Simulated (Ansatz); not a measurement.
ScCo3C (Pm-3m, No. 221, 5 atoms in the cell; start mp-10270), treated with LDA (Ansatz, a quantum-chemistry and plane-wave program, plane waves, PAW).

Settings: plane-wave cutoff 520 eV, 14×14×14 k mesh, Fermi–Dirac smearing 0.05 eV, no spin polarisation, scalar-relativistic PAW data made under PBE.

Cell (relaxed at this level):

```xyz
5
Lattice="3.7234 0.0000 0.0000 0.0000 3.7234 0.0000 0.0000 0.0000 3.7234" Properties=species:S:1:pos:R:3 pbc="T T T"
Sc     0.0000     0.0000     0.0000
Co     0.0000     1.8617     1.8617
Co     1.8617     0.0000     1.8617
Co     1.8617     1.8617     0.0000
C      1.8617     1.8617     1.8617
```

Problem. What does this level give for the bulk modulus B0?

Solution. 
- bulk modulus B0: 253 GPa

Note: the run has no spin polarisation, so it can have missed a magnetic state; the bulk modulus is −V dP/dV from two relaxed cells at ±2 % in volume; the relaxation could not lower the start's symmetry, so the cell can be a saddle point above a distorted one.

Computed values are for the static lattice.

Cost on a shared machine: roughly 70 core-seconds.

A start named mp-… is a Materials Project structure, which need not be a measured phase.
